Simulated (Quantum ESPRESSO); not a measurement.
Worked example: self-consistent single point of Li₃CrO₄ (Cmc2_1, 16 atoms in the cell) in Quantum ESPRESSO.

Method: PBEsol+U, GBRV 1.5 ultrasoft (PBESOL) pseudopotentials (plane waves; Quantum ESPRESSO).

The change in words: lattice scaled by 1.015. Reference geometry:
```xyz
16
Lattice="3.0459 4.0275 0.0000 -3.0459 4.0275 0.0000 0.0000 0.0000 6.2346" Properties=species:S:1:pos:R:3 pbc="T T T"
Li    -1.5733     0.0039    -1.5517
Li    -4.5184    -0.0039    -4.6690
Li    -4.5184     0.0039    -1.5517
Li    -1.5733    -0.0039    -4.6690
Li    -3.0459    -2.1950    -6.1497
Li    -3.0459     2.1950    -3.0323
Cr    -3.0459     2.0332    -5.8667
Cr    -3.0459    -2.0332    -2.7494
O     -1.6737    -2.0193    -1.6465
O     -4.4180     2.0193    -4.7638
O     -4.4180    -2.0193    -1.6465
O     -1.6737     2.0193    -4.7638
O     -3.0459     0.3664    -0.1455
O     -3.0459    -0.3664    -3.2628
O     -3.0459    -3.7077    -3.2716
O     -3.0459     3.7077    -0.1543
```
Moments meant for the start (each program seeds them in its own way; μB, in the order of the atoms Li Li Li Li Li Li Cr Cr O O O O O O O O): 0.0 0.0 0.0 0.0 0.0 0.0 3.0 3.0 0.0 0.0 0.0 0.0 0.0 0.0 0.0 0.0.

Reference input (self-consistent single point, DFT, PBEsol+U, plane waves, GBRV 1.5 ultrasoft (PBESOL) pseudopotentials): ecutwfc = 50 Ry; ecutrho = 400 Ry; occupations = smearing; smearing = gauss; degauss = 0.000734986 Ry; nspin = 2; K_POINTS = automatic 3 3 3 0 0 0; HUBBARD = atomic; U Cr-3d 3.7 eV; conv_thr = 1e-10 Ry; mixing_beta = 0.3. This run's input differs from it in these lines:

```diff
@@ -11,5 +11,5 @@
    ibrav = 9
-   celldm(1) = 11.5116824279
-   celldm(2) = 1.322296822572
-   celldm(3) = 1.023461025786
+   celldm(1) = 11.6843580423
+   celldm(2) = 1.322296791122
+   celldm(3) = 1.023461062225
    nat = 16
```

The program printed (abridged):

```
     Self-consistent Calculation

     iteration #  1     ecut=    50.00 Ry     beta= 0.30

---- Real-time Memory Report at c_bands before calling an iterative solver
           529 MiB given to the printing process from OS
           234 MiB allocation reported by mallinfo(arena+hblkhd)
------------------

     =================== HUBBARD OCCUPATIONS ===================
     ------------------------ ATOM    7 ------------------------
     Tr[ns(  7)] (up, down, total) =   1.85203  0.66733  2.51936
     Atomic magnetic moment for atom   7 =   1.18471
     SPIN  1
     eigenvalues:
       0.187  0.254  0.283  0.322  0.806
     SPIN  2
   [... lines left out ...]
     atom   6 (R=0.137)  charge=  2.1022  magn=  0.0024
     atom   7 (R=0.118)  charge= 10.1642  magn=  1.0389
     atom   8 (R=0.118)  charge= 10.1642  magn=  1.0389
     atom   9 (R=0.118)  charge=  4.8517  magn= -0.0306
     atom  10 (R=0.118)  charge=  4.8517  magn= -0.0306
     atom  11 (R=0.118)  charge=  4.8517  magn= -0.0306
     atom  12 (R=0.118)  charge=  4.8517  magn= -0.0306
     atom  13 (R=0.118)  charge=  4.8406  magn= -0.1107
     atom  14 (R=0.118)  charge=  4.8406  magn= -0.1107
     atom  15 (R=0.118)  charge=  4.8385  magn= -0.1057
     atom  16 (R=0.118)  charge=  4.8385  magn= -0.1057
     End of self-consistent calculation

     the Fermi energy is     5.1018 ev

!    total energy              =    -695.37428077 Ry
     estimated scf accuracy    <          4.7E-11 Ry
     smearing contrib. (-TS)   =      -0.00000000 Ry
     internal energy E=F+TS    =    -695.37428077 Ry

     Hubbard energy            =       0.57525053 Ry

     total magnetization       =     2.00 Bohr mag/cell
     absolute magnetization    =     3.55 Bohr mag/cell

     convergence has been achieved in  24 iterations

     negative rho (up, down):  1.213E-04 3.681E-03

     Forces acting on atoms (cartesian axes, Ry/au):

     atom    1 type  1   force =     0.00022069    0.00012189    0.00406861
     atom    2 type  1   force =    -0.00022069   -0.00012189    0.00406861
   [... lines left out ...]
     Total force =     0.138559     Total SCF correction =     0.000009
   [... lines left out ...]

     negative rho (up, down):  1.213E-04 3.681E-03
          total   stress  (Ry/bohr**3)                   (kbar)     P=     -119.59
  -0.00071112   0.00000000   0.00000000         -104.61        0.00        0.00
   0.00000000  -0.00108268   0.00000000            0.00     -159.27        0.00
   0.00000000   0.00000000  -0.00064510            0.00        0.00      -94.90

   JOB DONE.
```

The run converged in 24 iterations. Against the reference run the free energy rises by 26.0 meV/atom, the pressure goes from -7.40 to -11.96 GPa, the largest force goes from 0.756 to 1.381 eV/Å, the gap on the mesh goes from 0.815 to 0.751 eV and the size of the net moment stays at 0.12 μB/atom.

The starting cell comes from a database of computed structures (which also holds hypothetical and non-ambient phases and stackings), without a prior relaxation at this level. Its lattice was rescaled by a random factor within 2.5 % of one. For this run, on top of that: lattice scaled by 1.015. The magnetic order is the one reached from the typed start; others were not searched systematically. With U or open f shells several self-consistent states can exist. Forces in this geometry exceed 1 eV/Å.

Cost on one core of a shared machine: roughly 4 min.
